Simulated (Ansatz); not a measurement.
Here is the system:

```
Cu
1.0
    0.00000     1.88079     1.88079
    1.88079     0.00000     1.88079
    1.88079     1.88079     0.00000
Cu
1
Cartesian
  0.00000   0.00000   0.00000
```

No spin polarisation.

Calculations: PBEsol/PAW in Ansatz (an electronic-structure program), spin-orbit coupling left out. k-mesh 22×22×22 (Γ-centred); smearing 0.05 eV (Fermi–Dirac).

### Question
Predict the band gap, pressure and space group.

### Answer
- Band gap: zero
- Pressure: -18.1 GPa
- Space group: Fm-3m (No. 225)

The cells carry an imposed strain or load. No phonon test of stability was made. All final runs are without spin polarisation. The cell was made from Cu in the fcc (Cu type) structure (space group Fm-3m, No. 225) by this change: isotropic strain +5.55 %.
